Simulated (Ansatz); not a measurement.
The reference is NaI in the rock salt structure (space group Fm-3m, No. 225; a = 6.402 Å). Axes: x, y, z lie along the cube axes.

Calculations: PBEsol/PAW in Ansatz (a first-principles code), no spin-orbit coupling.

Base values:

| Property | Result |
|---|---|
| Valley order | Γ 3.60 eV; X along ⟨100⟩ 4.47 eV; L along ⟨111⟩ 4.96 eV |

The change: tensile biaxial strain of 3.00 % in the plane normal to [001], as in epitaxy on a mismatched substrate; the out-of-plane cell vector and the atoms relax.

Task: How does this affect the out-of-plane strain, valley order and energy relative to the base?

Result: The out-of-plane strain is -1.19 %; the valley order (the lowest conduction-band minima on the path, energy above the VBM, named in the base's zone) changes from Γ 3.60 eV; X along ⟨100⟩ 4.47 eV; L along ⟨111⟩ 4.96 eV to Γ 3.46 eV; X along [001] 4.41 eV; X along [100] 4.45 eV; L along [1-1-1] 4.93 eV; the energy goes up by 6.4 meV/atom.

Spin-orbit coupling, missing from the scalar runs, can matter with I. The levels and masses belong to the bands next to the band gap. Stability against distortions was not tested.
